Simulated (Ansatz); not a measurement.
Take PbF₂ in the fluorite structure (space group Fm-3m, No. 225; a = 5.899 Å) as the base. Axes: x, y, z lie along the cube axes.

Method: DFT with PBEsol, PAW potentials and a 420 eV plane-wave cutoff in Ansatz (a quantum-chemistry and plane-wave program), without spin-orbit coupling.

Before the change:

```
Property   Result
--------  -------
Band gap  4.31 eV
```

Perturbation: the cell is compressed by 0.50 % along z with no lateral relaxation, atoms relaxed at fixed cell.

Q: Predict the new stress.

A: The stress (xx, yy, zz, yz, xz, xy; compression positive) is (0.29, 0.29, 0.56, 0.00, 0.00, 0.00) GPa.

Q: Estimate the effect on the band gap.

A: The band gap shrinks by 0.022 eV (4.31 eV → 4.28 eV).

Spin-orbit coupling, missing from the scalar runs, can matter with Pb. The cells carry an imposed strain or load. Stability against distortions was not tested.
